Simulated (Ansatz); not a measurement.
An Ansatz (an electronic-structure program) run: a single point on Ge with a change (uniaxial strain ε_xx = +4.94 %), its geometry relaxed with PBEsol; DFT with r2SCAN, PAW potentials and a 500 eV plane-wave cutoff in Ansatz, no spin-orbit coupling, earlier PAW set.

Input:

Ansatz 0.2 input:
```yaml
crystal:
  lattice:
    - [0, 2.8380619335, 2.8380619335]
    - [2.978262193, 0, 2.8380619335]
    - [2.978262193, 2.8380619335, 0]
  atoms:
    - { symbol: Ge, position: [0.5, 0.5, 0.5] }
    - { symbol: Ge, position: [0.75, 0.75, 0.75] }
basis: { ecutwfc: 500, ecutrho_ratio: 4, xc_grid: 4, fft_grid_basis: typed }
kpoints: { mp_grid: { grid: [14, 14, 14] } }
hamiltonian:
  xc: r2scan
  dispersion: none
  pseudopotentials: { azcp: { folder: ./paw }, kind: paw }
scf: { occupations: { method: fermi_dirac, width: 0.05 }, convergence: { dr2_threshold: 0.0000000002 } }
output: { forces: true, stress: true }
checkpoint: { write: state.ck, write_every: 1000 }
```

Output (explanatory and most iteration lines left out):

```
Pseudopotential: Ge, paw, valence charge 14
Crystal: 2 atoms, lattice volume = 47.977 Å³
Basis set: ecut = 500 eV, 1235 PW (Γ), exchange–correlation on 120×128×128 points (64 copies of the dense FFT grid, shifted against one another)
Bands: 18, of which v1, the nominal top of the filled ones, is band 14 counted from 1 (13 counted from 0)
Symmetry: 16 space group operations
Space group: I41/amd (ITA 141), of the structure as read, at distance tolerance 3.6e-5 Å
k-points: 244 of 2744
Functional: x = r2scan, c = r2scan; τ floored in thin density (d = 2e-4 eV/Å³)
SCF iter   1: F=—  HF=-8605.727186 eV  |F-HF|=—  |Δ(HF+E_count)|=         —  Δρ=3.50e-2  dr2=4.40e-1  dr2_τ=3.54e-3  ethr=1.56e-3  ⟨swp⟩=1.0  Hψ=26677  notcnv=0
SCF iter   2: F=—  HF=-8605.760595 eV  |F-HF|=—  |Δ(HF+E_count)|=   3.34e-2  Δρ=2.32e-2  dr2=2.24e-1  dr2_τ=9.75e-4  ethr=1.56e-3  ⟨swp⟩=1.1  Hψ=4406  notcnv=0
SCF 1 converged in 10 iterations: F = -8605.788276 eV  dr2 = 7.63e-12
SCF converged after 10 iterations
Free energy (F): -8605.788276 eV
Internal energy: -8605.787950 eV  (E = F + TS)
E sigma→0 (E₀):  -8605.788113 eV
Entropy (-TS):   -0.000326 eV (-0.163 meV/atom)
Fermi energy:    7.737849 eV
--- Forces (eV/Å), atoms counted from 1 ---
  atom   1  Ge     0.00000000     0.00000000     0.00000000
  atom   2  Ge    -0.00000000     0.00000000    -0.00000000
--- Stress (GPa, compression-positive) ---
       -5.810017       0.000000       0.000000
        0.000000      -1.755070       0.000000
        0.000000      -0.000000      -1.755070
  P = ⅓ Tr σ = -3.1067 GPa (-31.067 kbar)
```

Single points use the geometry relaxed with PBEsol. No phonon test of stability was made. The cell was made from Ge in the diamond structure (space group Fd-3m, No. 227) by this change: uniaxial strain ε_xx = +4.94 %.
